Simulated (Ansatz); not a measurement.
**WC (space group P-6m2, No. 187)**

```
CELL_PARAMETERS angstrom
      2.91257     0.00000     0.00000
     -1.45629     2.52236     0.00000
      0.00000     0.00000     2.83670
ATOMIC_POSITIONS crystal
  W  0.00000 0.00000 0.00000
  C  0.66667 0.33333 0.50000
```

The values are results of r2SCAN/PAW in Ansatz (a quantum-chemistry and plane-wave program), no spin-orbit coupling, earlier PAW set, not measurements. Settings: 18×18×16 k-points, 0.05 eV Fermi–Dirac smearing.

* **Volume per atom**: 10.42 Å³
* **Density**: 15.61 g/cm³
* **Band gap**: zero
* **Total energy**: -5325.139 eV/atom (σ→0; compares only within this code and set-up)

No phonon test of stability was made. All final runs are without spin polarisation.
